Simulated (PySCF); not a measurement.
PySCF 2.14.0, B3LYP/def2-svpd, df: acetylacetone (CC(=O)C=C(C)O), 15 atoms. The geometry is a generated start, not checked to be a minimum at this level.

```json
{
  "task": "energy and gradient",
  "method": "b3lyp",
  "basis": "def2-svpd",
  "two_electron_scheme": "density fitting",
  "mol.max_memory": "7000 MB",
  "mf.init_guess": "minao (default)",
  "mf.DIIS": "CDIIS (default)",
  "mf.diis_space": "8 (default)",
  "mf.conv_tol": "1e-09 (default)",
  "basis functions (reference run)": "210",
  "grid points (reference run)": "1225616"
}
```

```xyz
15

C      2.4820    -0.1019     0.2266
C      1.0325    -0.5303     0.1178
O      0.7144    -1.7021     0.1612
C      0.1024     0.5756    -0.0482
C     -1.2395     0.4641    -0.1275
C     -2.0069    -0.8093    -0.1053
O     -2.0355     1.5470    -0.2433
H      2.8383     0.1839    -0.7637
H      2.5886     0.7518     0.8920
H      3.0859    -0.9320     0.5902
H      0.5414     1.5659    -0.0859
H     -3.0033    -0.6239     0.2884
H     -2.1011    -1.1929    -1.1208
H     -1.4834    -1.5573     0.4827
H     -1.5158     2.3612    -0.2643
```

The reference run has mf.grids.level = 8; it is not itself proven converged. Single runs; times are not shown.

Measured:

| setting | grid points | energy against the reference | difference in forces (largest component) |
|---|---|---|---|
| the reference | 1225616 | — | — |
| mf.grids.level = 6 | 718184 | under 0.001 meV/atom | 0.023 meV/Å |
| mf.grids.level = 5 | 489168 | under 0.001 meV/atom | 0.095 meV/Å |
| mf.grids.level = 4 | 325224 | +0.0013 meV/atom | 0.26 meV/Å |
| mf.grids.level = 3 (default) | 177224 | +0.015 meV/atom | 1.6 meV/Å |
| mf.grids.level = 2 | 121432 | +0.015 meV/atom | 1.7 meV/Å |
| mf.grids.level = 1 | 56040 | −0.011 meV/atom | 9.6 meV/Å |

Question: Estimate the difference from the reference for mf.grids.level = 0.

Answer: grid points: 12568; energy against the reference: +130 meV/atom; difference in forces (largest component): 92 meV/Å. Total energies are compared; such shifts often cancel in part in energy differences. The gradients leave out the derivatives of the grid weights.
